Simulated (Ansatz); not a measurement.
## Mg2Si: isotropic strain −3.79 %

Take Mg2Si (space group Fm-3m, No. 225; a = 6.326 Å) as the base.

One thing is altered: the cell is scaled by 0.9621 in all directions; the atoms relax in the strained cell.

Level of theory: Kohn–Sham DFT with the PBEsol functional, run in Ansatz (a program for electronic structure) with PAW and 420 eV plane waves, no spin-orbit coupling. k-mesh 13×13×13 (Γ-centred); smearing 0.05 eV (Fermi–Dirac).

Space group: Fm-3m (No. 225) (base Fm-3m (No. 225))
Energy relative to the base (free energy F): +53 meV/atom
Pressure: 8.2 GPa (base 0.0 GPa)
Band gap: zero (base 0.12 eV)

Stability against distortions was not tested. All final runs are without spin polarisation. A zero or small gap of Mg2Si can be the functional's error rather than a property of the material.
